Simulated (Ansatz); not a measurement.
## A computed series for Ru: response to strain

Start from Ru in the hcp (Mg type) structure (space group P6_3/mmc, No. 194).

```
Ru
1.0
    2.69188     0.00000     0.00000
   -1.34594     2.33123     0.00000
    0.00000     0.00000     4.24566
Ru
2
Direct
  0.33333   0.66667   0.75000
  0.66667   0.33333   0.25000
```

Cartesian axes are those of the cell as printed.

Strains are applied to the cell and any free atomic positions relax; under biaxial strain the out-of-plane vector relaxes too; under stress the whole cell relaxes.

Level of theory: plane-wave PAW DFT at the PBEsol level (Ansatz, a program for electronic structure, 420 eV), no spin-orbit coupling.

Notes on the quantities. energy relative to the base: free energy F; pressure: mean of the normal stresses, compression positive.

| variant | shortest interatomic distance | space group | energy relative to the base | pressure |
|---|---|---|---|---|
| base | 2.631 Å | P6_3/mmc (No. 194) | 0 meV/atom | 0.0 GPa |
| biaxial strain −3.23 %, plane normal [001], relaxed out of plane | 2.605 Å | P6_3/mmc (No. 194) | – | 18.9 GPa |
| biaxial strain −1.00 %, plane normal [001], relaxed out of plane | 2.631 Å | P6_3/mmc (No. 194) | – | 5.1 GPa |
| uniaxial strain ε_xx = −0.67 % | … | Cmcm (No. 63) | … | … |
| uniaxial strain ε_yy = −2.92 % | 2.611 Å | Cmcm (No. 63) | +24 meV/atom | 11.1 GPa |
| uniaxial strain ε_yy = −1.04 % | 2.624 Å | Cmcm (No. 63) | +2.9 meV/atom | 3.7 GPa |
| uniaxial strain ε_zz = −1.21 % | 2.610 Å | P6_3/mmc (No. 194) | +4.5 meV/atom | 4.6 GPa |
| uniaxial strain ε_zz = +3.77 % | 2.692 Å | P6_3/mmc (No. 194) | +38 meV/atom | -11.7 GPa |
| uniaxial stress, 2 GPa tension along z | 2.636 Å | P6_3/mmc (No. 194) | +0.3 meV/atom | – |
| tensor shear ε_xy = −0.59 % | 2.628 Å | P2_1/m (No. 11) | +1.3 meV/atom | 0.0 GPa |

Q: Some entries are withheld; estimate them.

A: 
- uniaxial strain ε_xx = −0.67 %, shortest interatomic distance: 2.627 Å
- uniaxial strain ε_xx = −0.67 %, energy relative to the base: +1.2 meV/atom
- uniaxial strain ε_xx = −0.67 %, pressure: 2.3 GPa

Without a gap, meshes like the base's 20×20×11 leave anisotropic stresses uncertain by several tenths of a GPa, and small strain energies with them. Beyond what the load breaks, stability against distortions was not tested. All final runs are without spin polarisation.
